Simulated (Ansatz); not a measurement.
Method: PBE (plane waves to 420 eV, PAW; Ansatz, an electronic-structure program).

Plane-averaged electrostatic potential energy along the normal, in eV from the Fermi level, for the (110) surface of fcc Pt in its 1x1 cell (the real clean face reconstructs), outermost plane spacing 1.40 Å in the ideal cut:

| z (Å) | V (eV) |
|---|---|
| 3.76 | 5.27 |
| 4.04 | 5.26 |
| 4.33 | 5.26 |
| 4.62 | 5.26 |
| 4.91 | 5.26 |
| 5.20 | 5.25 |
| 5.49 | 5.24 |
| 5.78 | 5.21 |
| 6.07 | 5.15 |
| 6.36 | 5.02 |
| 6.64 | 4.72 |
| 6.93 | 4.03 |
| 7.22 | 2.38 |
| 7.51 | -2.02 |
| 7.80 | -8.21 |
| 8.09 | -12.65 |
| 8.38 | -13.70 |
| 8.67 | -13.36 |
| 8.96 | -13.51 |
| 9.24 | -14.07 |
| 9.53 | -13.44 |
| 9.82 | -10.26 |
| 10.11 | -7.27 |
| 10.40 | -8.80 |
| 10.69 | -12.29 |
| 10.98 | -13.51 |
| 11.27 | -11.73 |
| 11.56 | -9.82 |
| 11.84 | -10.80 |
| 12.13 | -13.25 |
| 12.42 | -13.45 |
| 12.71 | -11.06 |
| 13.00 | -9.45 |
| 13.29 | -11.06 |
| 13.58 | -13.45 |
| 13.87 | -13.25 |
| 14.16 | -10.80 |
| 14.44 | -9.82 |
| 14.73 | -11.73 |
| 15.02 | -13.51 |
| 15.31 | -12.29 |
| 15.60 | -8.80 |
| 15.89 | -7.27 |
| 16.18 | -10.26 |
| 16.47 | -13.43 |
| 16.76 | -14.07 |
| 17.04 | -13.50 |
| 17.33 | -13.36 |
| 17.62 | -13.70 |
| 17.91 | -12.65 |
| 18.20 | -8.21 |
| 18.49 | -2.02 |
| 18.78 | 2.38 |
| 19.07 | 4.03 |
| 19.36 | 4.72 |
| 19.64 | 5.02 |
| 19.93 | 5.15 |
| 20.22 | 5.21 |
| 20.51 | 5.24 |
| 20.80 | 5.25 |
| 21.09 | 5.26 |
| 21.38 | 5.26 |
| 21.67 | 5.26 |
| 21.96 | 5.27 |
| 22.24 | 5.27 |

Slab: 8 atoms, 9.8 Å thick at the start (thin: gaps and levels are the slab's own); k 13x10x1, smearing 0.1 eV, dipole-corrected; all atoms relaxed; symmetry of the start imposed; no spin, no spin-orbit, no U.

The vacuum level lies 5.27 eV above the Fermi level over the top face and 5.26 eV above it under the bottom face.
